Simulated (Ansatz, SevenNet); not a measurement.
**Equilibrium lattice constant a of fluorite AuAl₂ at several levels of theory**

No measured value is used here.

```json
[
 {"level (code)": "SevenNet-l3i5 (SevenNet)", "value (Å)": "6.063"},
 {"level (code)": "LDA (Ansatz)", "value (Å)": "5.956"},
 {"level (code)": "PBE (Ansatz)", "value (Å)": "6.061"},
 {"level (code)": "PBEsol+SOC (Ansatz)", "value (Å)": "…"},
 {"level (code)": "rVV10 (Ansatz)", "value (Å)": "6.100"},
 {"level (code)": "r²SCAN+SOC (Ansatz)", "value (Å)": "…"},
 {"level (code)": "HSE06 (Ansatz)", "value (Å)": "6.014"},
 {"level (code)": "PBE0 (Ansatz)", "value (Å)": "6.012"}
]
```

### Question
Some entries are withheld; supply them.

### Answer

- PBEsol+SOC (Ansatz, an electronic-structure program), value (Å): 5.989
- r²SCAN+SOC (Ansatz), value (Å): 5.995

Density-functional levels without +SOC have no spin–orbit coupling. Cutoffs and k meshes differ between the levels. Ansatz's density-functional and Hartree–Fock values are scalar-relativistic unless marked +SOC, with PAW data made under PBE.

Machine-learned potentials (SevenNet-l3i5) are trained on DFT data, which may include these solids.
